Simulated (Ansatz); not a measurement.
End structure of H on the 1x1 (111) surface of fcc Cu, one in a 2x2 cell, started at the site 'hollow Cu-Cu-Cu over Cu at depth 4.1 Å':

```
CELL_PARAMETERS angstrom
      5.13360     0.00000     0.00000
     -2.56680     4.44582     0.00000
      0.00000     0.00000    25.50000
ATOMIC_POSITIONS crystal
  Cu 0.16667 0.33333 0.37817
  Cu 0.16667 0.83333 0.37817
  Cu 0.66667 0.33333 0.37817
  Cu 0.66667 0.83333 0.37817
  Cu 0.33333 0.16667 0.45940
  Cu 0.33333 0.66667 0.45940
  Cu 0.83333 0.16667 0.45940
  Cu 0.83333 0.66667 0.45940
  Cu 0.00011 0.00006 0.53997
  Cu 0.00000 0.50000 0.54343
  Cu 0.49994 0.00006 0.53997
  Cu 0.49994 0.49989 0.53997
  Cu 0.16700 0.33300 0.62363
  Cu 0.16700 0.83401 0.62363
  Cu 0.66599 0.33300 0.62363
  Cu 0.66667 0.83333 0.61992
  H  0.33333 0.16667 0.65931
```

Model: 17-atom slab, 6.2 Å thick at the start under the adsorbate (thin: gaps and levels are the slab's own), 6x6x1 mesh, Fermi-Dirac 0.1 eV, dipole correction, 8 atoms held, the rest relaxed; start symmetry kept, larger cells not searched; no spin, no spin-orbit, no U, no dispersion correction. At the end it is bonded to 3 Cu. In PBE it is, or lies within 0.03 eV of, the lowest of the starts that converged.

A negative adsorption energy means that the adsorbate is more stable on the surface than in its reference.

Task: Predict the change of the step from the bottom to the top vacuum level, against the clean slab from Ansatz (an electronic-structure program) with PBE.

Result: -0.028 eV

Task: What is the computed change of the work function (PBE)?

Result: -0.019 eV

Task: What adsorption energy against ½ H2(g) does PBE give?

Result: -0.14 eV

Task: What is the computed work function of the top face (PBE)?

Result: 4.75 eV
